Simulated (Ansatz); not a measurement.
Start from C in the diamond structure (space group Fd-3m, No. 227).

```xyz
2
Lattice="0.0000 1.7801 1.7801 1.7801 0.0000 1.7801 1.7801 1.7801 0.0000" Properties=species:S:1:pos:R:3 pbc="T T T"
C      0.0000     0.0000     0.0000
C      0.8901     0.8901     0.8901
```

Cartesian axes are those of the cell as printed.

Method: r2SCAN in Ansatz (plane waves to 500 eV, PAW, spin-orbit coupling left out).

Strains are applied to the cell and any free atomic positions relax.

One change was made to it. Results:

```json
[
 {"quantity": "valley order (the lowest conduction-band minima on the path, energy above the VBM, named in the base's zone)", "base": "a point along ⟨100⟩, about 1.3 Å⁻¹ from Γ 4.36 eV", "after": "a point along [001], about 1.3 Å⁻¹ from Γ 4.30 eV; a point along [100], about 1.2 Å⁻¹ from Γ 4.37 eV; Γ 5.59 eV"},
 {"quantity": "smallest direct gap", "base": "5.90 eV", "after": "5.59 eV"}
]
```

**Question.** Name the change that was made.
A) strain tensor (xx, yy, zz, yz, xz, xy) = (+1.34, −0.36, −1.12, +0.11, −0.94, +0.43) %
B) tensor shear ε_yz = +3.39 %
C) strain tensor (xx, yy, zz, yz, xz, xy) = (+0.05, −0.57, −0.80, −1.62, −0.08, −0.13) %
D) tensor shear ε_xy = +0.96 %

**Answer.** D, tensor shear ε_xy = +0.96 %. For comparison, the valley order in the other runs: strain tensor (xx, yy, zz, yz, xz, xy) = (+1.34, −0.36, −1.12, +0.11, −0.94, +0.43) % gives a point along [001], about 1.3 Å⁻¹ from Γ 3.93 eV; a point along [010], about 1.3 Å⁻¹ from Γ 4.09 eV; a point along [100], about 1.3 Å⁻¹ from Γ 4.55 eV; Γ 5.42 eV; strain tensor (xx, yy, zz, yz, xz, xy) = (+0.05, −0.57, −0.80, −1.62, −0.08, −0.13) % gives a point along [001], about 1.3 Å⁻¹ from Γ 4.21 eV; a point along [010], about 1.3 Å⁻¹ from Γ 4.27 eV; a point along [100], about 1.4 Å⁻¹ from Γ 4.29 eV; Γ 5.32 eV; tensor shear ε_yz = +3.39 % gives X along [100] 3.59 eV; a point along [001], about 1.2 Å⁻¹ from Γ 4.31 eV; Γ 4.81 eV.

Stability against distortions was not tested.

Ansatz is a program for electronic structure.
